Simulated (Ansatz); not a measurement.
```
MgTl
1.0
    3.61373     0.00000     0.00000
    0.00000     3.61373     0.00000
    0.00000     0.00000     3.61373
Mg Tl
1 1
Direct
  0.00000   0.00000   0.00000
  0.50000   0.50000   0.50000
```

These are PBEsol, DFPT electron-phonon coupling, linearised Boltzmann equation (plane waves, PAW, scalar-relativistic; Ansatz, a quantum-chemistry and plane-wave program) values and carry that method's errors. Cell: relaxed with this functional, without spin-orbit coupling.

Problem. What phonon-limited resistivity does this give at 300 K?

Solution. 9.3 μΩ·cm.

Problem. How long is the mean free path there?

Solution. 10.2 nm, weighted by the current that each state carries. Wires not much wider than this gain resistivity from their walls.

A metal at this level (no band gap). Only scattering by harmonic phonons is included (no impurities, grain boundaries, electron-electron scattering or thermal expansion). Spin-orbit coupling is left out, which matters with elements this heavy. The squared frequency of the phonon mode least converged on the k mesh is uncertain by 15 %. The run warned that the eigensolver left some states short of its tolerance. Halving the electron mesh (24x24x24) moves the resistivity by up to 12 % at 300 K, the mean free path by up to 4 %. Smearing 0.20 eV; phonons on a 4x4x4 q mesh, which this run doesn't test.

Formula and space group known from diffraction (Crystallography Open Database), not checked to be the room-temperature form: MgTl (Pm-3m).
